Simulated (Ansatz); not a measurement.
Worked example: self-consistent single point of NaF (Fm-3m, 2 atoms in the cell) in Ansatz (a program for electronic structure).

Method of the run: LDA (PW92), default PAW files made with PBE (plane waves; Ansatz).

```xyz
2
Lattice="0.0000 2.2905 2.2905 2.2905 0.0000 2.2905 2.2905 2.2905 0.0000" Properties=species:S:1:pos:R:3 pbc="T T T"
Na     0.0000     0.0000     0.0000
F      2.2905     2.2905     2.2905
```

Reference input (self-consistent single point, DFT, PBE, plane waves, default PAW files): kpoints.mp_grid.grid = 6 6 6; hamiltonian.xc = pbe; hamiltonian.pseudopotentials = {kind: paw} (the program's default PAW files); scf.occupations.method = fermi_dirac; scf.occupations.width = 0.02 eV. This run's input differs from it in these lines:

Ansatz 0.2 input:
```diff
@@ -12,3 +12,3 @@
 hamiltonian:
-  xc: pbe
+  xc: lda
   pseudopotentials: { kind: paw }
```

Output, abridged:

```
SCF iter   1: F=—  HF=-2263.104558 eV  |F-HF|=—  |Δ(HF+E_count)|=         —  Δρ=1.94e-2  dr2=6.27e-2  ethr=1.77e-3  ⟨swp⟩=5.9  Hψ=1076  notcnv=0
all-band conjugate gradients solve this SCF's bands
preconditioner: auto → none
SCF iter   2: F=—  HF=-2263.084888 eV  |F-HF|=—  |Δ(HF+E_count)|=   1.97e-2  Δρ=9.94e-3  dr2=1.10e-2  ethr=3.92e-4  ⟨swp⟩=2.0  Hψ=437  notcnv=0
SCF iter   3: F=—  HF=-2263.081344 eV  |F-HF|=—  |Δ(HF+E_count)|=   3.54e-3  Δρ=1.44e-3  dr2=3.69e-4  ethr=6.88e-5  ⟨swp⟩=2.0  Hψ=301  notcnv=0
SCF iter   4: F=—  HF=-2263.081204 eV  |F-HF|=—  |Δ(HF+E_count)|=   1.41e-4  Δρ=4.69e-4  dr2=1.70e-5  ethr=2.31e-6  ⟨swp⟩=2.1  Hψ=319  notcnv=0
SCF iter   5: F=—  HF=-2263.081195 eV  |F-HF|=—  |Δ(HF+E_count)|=   9.36e-6  Δρ=3.99e-5  dr2=2.88e-7  ethr=1.07e-7  ⟨swp⟩=2.0  Hψ=245  notcnv=0
SCF iter   6: F=-2263.081194 eV  HF=-2263.081194 eV  |F-HF|=3.31e-9  |Δ(HF+E_count)|=   5.74e-8  Δρ=4.91e-6  dr2=3.64e-9  ethr=6.25e-10  ⟨swp⟩=4.9  Hψ=798  notcnv=0
SCF 1 converged in 6 iterations: F = -2263.081194 eV  dr2 = 3.64e-9
Free energy (F): -2263.081194 eV
Internal energy: -2263.081194 eV  (E = F + TS)
E sigma→0 (E₀):  -2263.081194 eV
Fermi energy:    3.930545 eV
--- Forces (eV/Å), atoms counted from 1 ---
  atom   1  Na    -0.00000000    -0.00000000    -0.00000000
  atom   2  F      0.00000000     0.00000000    -0.00000000
--- Stress (GPa, compression-positive) ---
       -2.806470      -0.000000       0.000000
        0.000000      -2.806470      -0.000000
       -0.000000      -0.000000      -2.806470
  P = ⅓ Tr σ = -2.8065 GPa (-28.065 kbar)
  The stress holds the Pulay correction. Without it, at fixed plane waves, as pw.x and ABINIT print it: P = -3.5039 GPa
```

The run converged in 6 iterations. Against the reference run the pressure goes from 4.15 to -2.81 GPa and the gap on the mesh goes from 6.506 to 6.162 eV.

The starting cell comes from a database of computed structures (which also holds hypothetical and non-ambient phases and stackings), without a prior relaxation at this level. Its lattice was rescaled by a random factor within 2.5 % of one. Ansatz's pressure includes its estimate of the finite-basis (Pulay) stress. Without the estimate this run gives -3.50 GPa.
